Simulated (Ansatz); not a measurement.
# A computed series for MgS: pressure series

The reference is MgS in the rock salt structure (space group Fm-3m, No. 225).

MgS has the cubic space group Fm-3m (No. 225), the rock salt structure, Pearson symbol cF8. Lattice parameters: a = 5.230 Å, b = 5.230 Å, c = 5.230 Å, α = 90.00°, β = 90.00°, γ = 90.00°. S on 4a is coordinated by 6 Mg at 2.615 Å (octahedral). Mg on 4b is coordinated by 6 S at 2.615 Å (octahedral). (Neighbours: up to the widest gap in distance over summed covalent radii, below 1.35, at either atom; cation-cation and far metal-metal contacts left out.)
(The calculation used a cell of 2 atoms; values per cell refer to that cell.)

Cell and atoms are relaxed at each pressure.

The values are results of PBE, PAW, 420 eV (Ansatz, a program for electronic structure; no spin-orbit coupling), not measurements.

```
pressure (GPa)  band gap (eV)
--------------  -------------
-2                       2.70
-1                       2.73
0                        2.76
3                           ?
7                        2.93
15                       3.06
```

Question: Fit E_g = E₀ + αP + βP² to the rows shown and predict the withheld row.

Answer: Least squares on the printed values gives E₀ = 2.76 eV, α = 28.3 meV/GPa, β = -0.55 meV/GPa² (largest residual 0.00 eV); this predicts 2.84 eV, and the run gives 2.84 eV, in agreement.

Load acts through the strain it causes; cell and atoms are relaxed under it. No phonon test of stability was made. No other phases were tried under pressure.
